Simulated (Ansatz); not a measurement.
Start from TiS₂ in the CdI2 type structure (space group P-3m1, No. 164; a = 3.3605 Å, c = 5.5229 Å; layered, stacked along the Cartesian z axis).

Level of theory: Ansatz (a program for electronic structure), PBE-D3(BJ), PAW, cutoff 420 eV, spin-orbit coupling left out, earlier PAW set.

Before the change:

The density is 3.44 g/cm³, the band gap comes out as zero and the gap character is absent.

It is then changed as follows: full substitution Ti → Sn, then cell and atoms are relaxed.

Q: What does the calculation give for the density after the change?

A: The density grows by 1.04 g/cm³, from 3.44 g/cm³ to 4.48 g/cm³.

Q: Estimate the effect on the band gap.

A: The band gap changes from zero to 1.27 eV.

Q: Predict the new gap character.

A: The gap character goes from absent to indirect, K–Γ (87 % along) → k = (0, 0.400, 1/3) in the run's primitive reciprocal basis.

No phonon test of stability was made. The final runs are not spin-polarised. The zero or small gap of TiS2 can change with the level of theory.
